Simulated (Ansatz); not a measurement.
The starting structures come from a database of crystals and need not be the phases stable at ambient conditions.

Input:

```yaml
crystal:
  lattice:
    - [6.98561, 0.00000, 0.00000]
    - [0.00000, 7.80643, 0.00000]
    - [3.49281, 3.90321, 7.45042]
  atoms:
    - { symbol: Cs, position: [0.85306, 0.01611, 0.29388] }
    - { symbol: Cs, position: [0.14694, 0.98389, 0.70612] }
    - { symbol: Cs, position: [0.64694, 0.30999, 0.70612] }
    - { symbol: Cs, position: [0.35306, 0.69001, 0.29388] }
    - { symbol: Sn, position: [0.75000, 0.50000, 0.00000] }
    - { symbol: Sn, position: [0.25000, 0.50000, 0.00000] }
    - { symbol: As, position: [0.59739, 0.77182, 0.80522] }
    - { symbol: As, position: [0.40261, 0.22818, 0.19478] }
    - { symbol: As, position: [0.90261, 0.57704, 0.19478] }
    - { symbol: As, position: [0.09739, 0.42296, 0.80522] }
```

Space group of this cell: Ibam. The cell is taken as given.

Transport runs along the normal of the first two printed cell vectors.

The gap is the functional's own. No spin-orbit coupling. Mid-gap values are interpolated on the energy grid.

Estimate the band gap and the smallest decay constant κ at mid-gap that r2SCAN run with Ansatz (a first-principles code) returns for this system.

Gap 1.28 eV on a 6×6×6 mesh; κ = 0.163 1/Å, at the zone centre.
